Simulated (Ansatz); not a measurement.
Worked example: relaxation of cell and atoms of Sb (R-3m, 2 atoms in the cell) in Ansatz (a first-principles code).

Computed with PBEsol, default PAW files made with PBE (plane waves; Ansatz).

The change in words: atoms on their sites; basis.ecutwfc: 30.9 Ry → 18.4 Ry; relax: default → cell and atoms. Reference geometry:
```
Sb
1.0
    3.97713    -2.16578     0.00000
    3.97713     2.16578     0.00000
    2.79774     0.00000     3.56101
Sb
2
Cartesian
  2.55805   0.00000   0.84721
  8.24140   0.00000   2.72951
```

Reference input (self-consistent single point, DFT, PBEsol, plane waves, default PAW files made with PBE): basis.ecutwfc = 30.9 Ry; kpoints.mp_grid.grid = 9 9 9; hamiltonian.xc = pbesol; hamiltonian.pseudopotentials = {kind: paw} (the program's default PAW files); scf.occupations.method = fermi_dirac; scf.occupations.width = 0.0073 Ry. This run's input differs from it in these lines:

Ansatz 0.2 input:
```diff
@@ -7,6 +7,6 @@
   atoms:
-    - { symbol: Sb, position: [0.237914, 0.237914, 0.237914] }
+    - { symbol: Sb, position: [0.233500, 0.233500, 0.233500] }
     - { symbol: Sb, position: [0.766500, 0.766500, 0.766500] }
 basis:
-  ecutwfc: 30.9 Ry
+  ecutwfc: 18.4 Ry
 kpoints:
@@ -22,2 +22,4 @@
     width: 0.0073 Ry
+relax:
+  cell: {}
 output:
```

Output (repeated stretches shortened):

```
   [... SCF lines of the steps left out ...]
relax step   1: F+E_penalty+E_count = -12813.97599903 eV  Δ(F+E_penalty+E_count) = +0.000e0 eV  max|allowed force component| = 2.219e-1 eV/Å  Δτ_max = 0.0000 Å  P = -0.857 GPa  Ω = 61.346 Å³  (7 SCF iters, dr2 threshold 1.00e-7 eV, accepted)
relax step   2: F+E_penalty+E_count = -12814.53714532 eV  Δ(F+E_penalty+E_count) = -5.611e-1 eV  max|allowed force component| = 4.512e-2 eV/Å  Δτ_max = 0.0497 Å  P = +10.160 GPa  Ω = 59.139 Å³  energy of the carried Pulay correction = +6.180e-1 eV  [...]
   [... lines left out ...]
relax step  60: F+E_penalty+E_count = -12813.99365344 eV  Δ(F+E_penalty+E_count) = -5.808e-4 eV  max|allowed force component| = 7.323e-5 eV/Å  Δτ_max = 0.0000 Å  P = -0.002 GPa  Ω = 59.391 Å³  energy of the carried Pulay correction = +5.795e-4 eV  [...]
relax step  61: F+E_penalty+E_count = -12813.99294416 eV  Δ(F+E_penalty+E_count) = +7.093e-4 eV  max|allowed force component| = 2.086e-4 eV/Å  Δτ_max = 0.0000 Å  P = -0.014 GPa  Ω = 59.391 Å³  stress off target by 4.83e-2 GPa  SCF on the basis [...]
basis re-selected at this cell: Δ(F+E_penalty+E_count) = +7.093e-4 eV, ΔP = -0.012 GPa vs the last step
the relaxation is at rest under the 12 symmetry operations that the run kept from its start: a minimum is not shown …
Stability not checked: this state was not tested for a lower state beside it, because too few of the mixer's solves of this state at the end of the SCF gave a …
Free energy (F): -12813.992944 eV
Internal energy: -12813.979215 eV  (E = F + TS)
   [... lines left out ...]
Fermi energy:    10.078934 eV
   [... lines left out ...]
  cell:  # Å, volume = 59.3910 Å³
    - [3.8670322287152934, -2.164413651265979, -0.035635275536821]
    - [3.8670322287152934, 2.164413651265979, -0.035635275536821]
    - [2.6883845191722213, 4.142505379103277e-20, 3.52313543050037]
  atoms:
    - { symbol: Sb, position: [0.23752345740413142, 0.23752345740413142, 0.23752345740413155] }
    - { symbol: Sb, position: [0.762476542595868, 0.762476542595868, 0.7624765425958684] }
```

The run converged. 

Summary of the result:
| Quantity | Result |
|---|---|
| Free energy E − TS (on the zero of these files) | -12813.9929 eV |
| Fermi level (on the code's own zero) | 10.08 eV |
| Pressure | -0.01 GPa |
| Final cell | a = b = c = 4.4317 Å, α = β = γ = 58.47° |
| Final volume per atom | 29.70 Å³ |
| Relaxation steps | 61 |

The starting cell has typed, rounded lattice constants, without a prior relaxation at this level. Its lattice was rescaled by up to half a per cent. The relaxation keeps the symmetry of its start, so its end need not be a minimum. Ansatz's pressure includes its estimate of the finite-basis (Pulay) stress. Without the estimate this run gives -45.61 GPa. The cutoff lies below the one recommended for these files.

Cost on one core of a shared machine: roughly 2 min.
